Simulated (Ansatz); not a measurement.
Band gap of WSe₂ (within 0.1 Å of P6₃/mmc, No. 194, 12 atoms in the cell; start mp-1028698) at several levels of theory

No measured value is used here.

```
level (code)              value (eV)
-------------------  ---------------
LDA (Ansatz)                    0.82
PBEsol+SOC (Ansatz)  0.76 (indirect)
r²SCAN+SOC (Ansatz)  0.91 (indirect)
```

Computed values are for a static lattice. Spin–orbit coupling is included only where a level's name says +SOC; with heavier elements it mostly lowers gaps and can invert bands. The crystal itself was run without spin with LDA; a magnetic state was not tried in these runs. Values are at the PBE-D3(BJ) cell. Cutoffs and k meshes differ between the levels. Ansatz's density-functional and Hartree–Fock values are scalar-relativistic unless marked +SOC, with PAW data made under PBE.

A start named mp-… is a Materials Project structure, which need not be a measured phase.

Ansatz is a program for electronic structure.
